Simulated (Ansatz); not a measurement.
# BiVO4 (I4₁/amd, No. 141, 12 atoms in the cell; start mp-545850; a measured phase of this formula has another space group)

All values below come from LDA (Ansatz, a quantum-chemistry and plane-wave program, PAW).

Settings: plane-wave cutoff 520 eV, 8×8×8 k mesh, Fermi–Dirac smearing 0.01 eV, no spin polarisation, scalar-relativistic PAW data made under PBE.

Cell (relaxed at this level):

```
CELL_PARAMETERS angstrom
     -3.61061     3.61061     3.18081
      3.61061    -3.61061     3.18081
      3.61061     3.61061    -3.18081
ATOMIC_POSITIONS crystal
  V  0.25000 0.75000 0.50000
  V  0.50000 0.50000 0.00000
  Bi 0.00000 0.00000 0.00000
  Bi 0.75000 0.25000 0.50000
  O  0.67034 0.48867 0.81832
  O  0.23867 0.92034 0.31832
  O  0.67034 0.85202 0.18168
  O  0.60202 0.92034 0.68168
  O  0.07966 0.39798 0.31832
  O  0.51133 0.32966 0.18168
  O  0.07966 0.76133 0.68168
  O  0.14798 0.32966 0.81832
```

For BiVO4 (I4₁/amd, No. 141, 12 atoms in the cell; start mp-545850; a measured phase of this formula has another space group), the band gap is 2.49 eV (on the SCF k mesh) and the Γ–Γ gap is 3.54 eV.

Note: the relaxation could not lower the start's symmetry, so the cell can be a saddle point above a distorted one.

Spin–orbit coupling is not included; with these elements it can move the gap by several tenths of an eV or more.

A start named mp-… is a Materials Project structure, which need not be a measured phase.
